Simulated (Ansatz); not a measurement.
Take WS2 in the 2H-MoS2 type structure (space group P6_3/mmc, No. 194; a = 3.115 Å, c = 11.773 Å; layered, stacked along the Cartesian z axis) as the base. Axes: x lies along a and z along c of the hexagonal cell.

It is then changed as follows: uniaxial strain ε_yy = +0.93 %, all other strain components held at zero; the atoms relax in the strained cell.

Levels (all Ansatz, a program for electronic structure, PAW, earlier PAW set): PBEsol-D3(BJ) (420 eV, no spin-orbit coupling); r2SCAN (500 eV, no spin-orbit coupling); HSE06 (420 eV, no spin-orbit coupling); PBEsol+SOC (420 eV, with spin-orbit coupling).

One geometry, relaxed with PBEsol-D3(BJ), under each level:

The valence-band top lists the three highest levels at Γ (Kramers pairs under SOC), from the VBM.

```tsv
level	band gap	lowest conduction level above the VBM at special points	valence-band top at Γ	electron mass	hole mass
PBEsol-D3(BJ)	0.66 eV	C₀ 1.17 eV; Σ₀ 1.17 eV; A₀ 1.17 eV; E₀ 1.17 eV	0.00, -1.26, -1.55 eV	0.46 mₑ along x, 0.49 mₑ along y, 0.41 mₑ along z (off the special points)	0.47 mₑ along x, 0.42 mₑ along y, 0.99 mₑ along z (at Γ)
r2SCAN	?	?	–	–	–
HSE06	1.20 eV	C₀ 1.64 eV; Σ₀ 1.64 eV; A₀ 1.64 eV; Γ 2.71 eV	–	–	–
PBEsol+SOC	0.62 eV	C₀ 1.06 eV; Σ₀ 1.06 eV; A₀ 1.10 eV; E₀ 1.10 eV	0.00, -1.29, -1.52 eV	0.46 mₑ along x, 0.49 mₑ along y, 0.43 mₑ along z (off the special points)	0.47 mₑ along x, 0.42 mₑ along y, 0.97 mₑ along z (at Γ)
```

### Question
Give the withheld r2SCAN results.

### Answer

- r2SCAN, band gap: 0.81 eV
- r2SCAN, lowest conduction level above the VBM at special points: C₀ 1.27 eV; Σ₀ 1.27 eV; A₀ 1.27 eV; E₀ 1.27 eV

Single points use the geometry relaxed with PBEsol-D3(BJ). HSE06 gaps are upper bounds (no full band path). Differences between runs with and without spin-orbit coupling are approximate. Spin-orbit coupling, missing from the scalar runs, can matter with W. Masses are band curvatures over ±0.01 Å⁻¹ around the edge. Stability against distortions was not tested. k-point labels follow each cell's own Brillouin zone.
